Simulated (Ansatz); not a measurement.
Consider AlN in the wurtzite structure (space group P6_3mc, No. 186).

```
AlN
1.0
    3.08878     0.00000     0.00000
   -1.54439     2.67496     0.00000
    0.00000     0.00000     4.94326
Al N
2 2
Direct
  0.33333   0.66667   0.00000
  0.66667   0.33333   0.50000
  0.33333   0.66667   0.38200
  0.66667   0.33333   0.88200
```

Cartesian axes are those of the cell as printed.

Calculations: LDA (Ansatz, an electronic-structure program, PAW, no spin-orbit coupling).

For the base:

```
Item                            Result
-----------------------------  -------
Shortest interatomic distance  1.876 Å
Band gap                       4.42 eV
```

Modification: tensor shear ε_xz = +0.67 % (engineering shear γ = 0.0134); the atoms relax in the strained cell.

Problem. Predict the new shortest interatomic distance, stress and band gap.

Solution. The shortest interatomic distance falls by 0.002 Å (1.876 Å → 1.874 Å); the stress (xx, yy, zz, yz, xz, xy; compression positive) amounts to (-0.03, 0.00, 0.02, 0.00, -1.55, 0.00) GPa; the band gap is nearly the same (4.42 eV against 4.41 eV).

Stability against distortions was not tested.
